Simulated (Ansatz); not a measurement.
Band structure of Sr2Mg (I4/mmm, 3 atoms in the cell).

```yaml
crystal:
  lattice:
    - [-2.11821, 2.11821, 7.24749]
    - [2.11821, -2.11821, 7.24749]
    - [2.11821, 2.11821, -7.24749]
  atoms:
    - { symbol: Sr, position: [0.35803, 0.35803, 0.00000] }
    - { symbol: Sr, position: [0.64197, 0.64197, 0.00000] }
    - { symbol: Mg, position: [0.00000, 0.00000, 0.00000] }
```

Method of the run: PBEsol, harder PAW files (source: ansatz) made with PBE (plane waves; Ansatz, a first-principles code).

Settings: basis.ecutwfc = 45.6 Ry; kpoints.mp_grid.grid = 13 13 13; hamiltonian.xc = pbesol; hamiltonian.pseudopotentials = {kind: paw, source: ansatz}; scf.occupations.method = gaussian; scf.occupations.width = 0.0073 Ry; kpoints.band_path.npoints = 10.

The starting cell comes from a database of computed structures (which also holds hypothetical and non-ambient phases and stackings), without a prior relaxation at this level.

Levels in eV from the Fermi level, bands 12 to 18:
```csv
point,12,13,14,15,16,17,18
Γ,-18.13,-4.39,-1.46,-0.88,1.06,1.33,2.12
X,-18.15,-1.55,-0.41,-0.37,-0.31,0.82,0.89
Y,-18.15,-1.59,-0.46,-0.39,-0.34,0.87,0.95
S,-18.13,-2.50,-1.67,-1.00,0.49,0.87,1.57
Z,-18.13,-3.94,-2.89,0.42,0.68,1.82,1.97
S1,-18.13,-2.50,-1.67,-1.00,0.49,0.87,1.57
N,-18.13,-2.43,-1.84,-0.62,0.03,1.17,1.39
P,-18.15,-1.53,-0.40,-0.39,-0.39,0.92,0.92
Y1,-18.15,-1.59,-0.46,-0.39,-0.34,0.87,0.95
```

Bands cross the Fermi level along this path, so the cell is metallic at this level.

Keys are those of Ansatz 0.2.
